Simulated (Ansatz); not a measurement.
A self-consistent single point of Ta (P6_3/mmc, 4 atoms in the cell) with Ansatz (a program for electronic structure).

Level of theory: LDA (PW92), default PAW files made with PBE (plane waves; Ansatz).

```
CELL_PARAMETERS angstrom
      2.96361     0.00000     0.00000
     -1.48181     2.56656     0.00000
      0.00000     0.00000     9.53544
ATOMIC_POSITIONS crystal
  Ta 0.00000 0.00000 0.00000
  Ta 0.00000 0.00000 0.50000
  Ta 0.33333 0.66667 0.25000
  Ta 0.66667 0.33333 0.75000
```

Reference input (self-consistent single point, DFT, LDA (PW92), plane waves, default PAW files made with PBE): basis.ecutwfc = 420 eV; kpoints.mp_grid.grid = 9 9 3; hamiltonian.xc = lda; hamiltonian.pseudopotentials = {kind: paw} (the program's default PAW files); scf.occupations.method = gaussian; scf.occupations.width = 0.1 eV. This run's input differs from it in these lines:

Ansatz 0.2 input:
```diff
@@ -12,3 +12,3 @@
 basis:
-  ecutwfc: 420.0
+  ecutwfc: 295.0
 kpoints:
```

Log, with long lists cut:

```
SCF iter   1: F=—  HF=-38729.152671 eV  |F-HF|=—  |Δ(HF+E_count)|=         —  Δρ=7.65e-3  dr2=7.23e-2  ethr=1.77e-3  ⟨swp⟩=4.0  Hψ=2909  notcnv=0
all-band conjugate gradients solve this SCF's bands
preconditioner: auto → Kerker (q_TF=auto, 2.581 Å⁻¹)
SCF iter   2: F=—  HF=-38729.143429 eV  |F-HF|=—  |Δ(HF+E_count)|=   9.24e-3  Δρ=4.39e-3  dr2=2.03e-2  ethr=1.39e-4  ⟨swp⟩=1.0  Hψ=960  notcnv=0
SCF iter   3: F=—  HF=-38729.139366 eV  |F-HF|=—  |Δ(HF+E_count)|=   4.06e-3  Δρ=6.36e-4  dr2=3.15e-4  ethr=3.90e-5  ⟨swp⟩=2.0  Hψ=884  notcnv=0
SCF iter   4: F=—  HF=-38729.139252 eV  |F-HF|=—  |Δ(HF+E_count)|=   1.14e-4  Δρ=8.54e-5  dr2=3.71e-6  ethr=6.05e-7  ⟨swp⟩=2.0  Hψ=976  notcnv=0
SCF iter   5: F=—  HF=-38729.139247 eV  |F-HF|=—  |Δ(HF+E_count)|=   5.05e-6  Δρ=1.95e-5  dr2=2.37e-7  ethr=7.13e-9  ⟨swp⟩=2.4  Hψ=1004  notcnv=0
SCF iter   6: F=-38729.139247 eV  HF=-38729.139247 eV  |F-HF|=2.15e-9  |Δ(HF+E_count)|=   5.03e-8  Δρ=2.62e-6  dr2=4.73e-9  ethr=1.92e-10  ⟨swp⟩=6.8  Hψ=2800  notcnv=0
SCF 1 converged in 6 iterations: F = -38729.139247 eV  dr2 = 4.73e-9
Free energy (F): -38729.139247 eV
Internal energy: -38729.120033 eV  (E = F + TS)
E sigma→0 (E₀):  -38729.129640 eV
Entropy (-TS):   -0.019214 eV (-4.803 meV/atom)
Fermi energy:    18.608163 eV
--- Forces (eV/Å), atoms counted from 1 ---
  atom   1  Ta     0.00000000     0.00000000     0.00000000
   [... zero for the other atoms too ...]
--- Stress (GPa, compression-positive) ---
       -6.890181       0.000000      -0.000000
        0.000000      -6.890181      -0.000000
       -0.000000      -0.000000      -1.406433
  P = ⅓ Tr σ = -5.0623 GPa (-50.623 kbar)
  The stress holds the Pulay correction. Without it, at fixed plane waves, as pw.x and ABINIT print it: P = -5.9984 GPa
```

The run converged in 6 iterations. Against the reference run the free energy goes up by 14.5 meV/atom and the pressure moves little (-5.03 to -5.06 GPa).

The starting cell was generated: these elements placed on a structure prototype, without a prior relaxation; it need not be a known phase or ordering of this composition. Spin polarisation is off. Ansatz's pressure includes its estimate of the finite-basis (Pulay) stress. Without the estimate this run gives -6.00 GPa. The cutoff lies below the one recommended for these files.
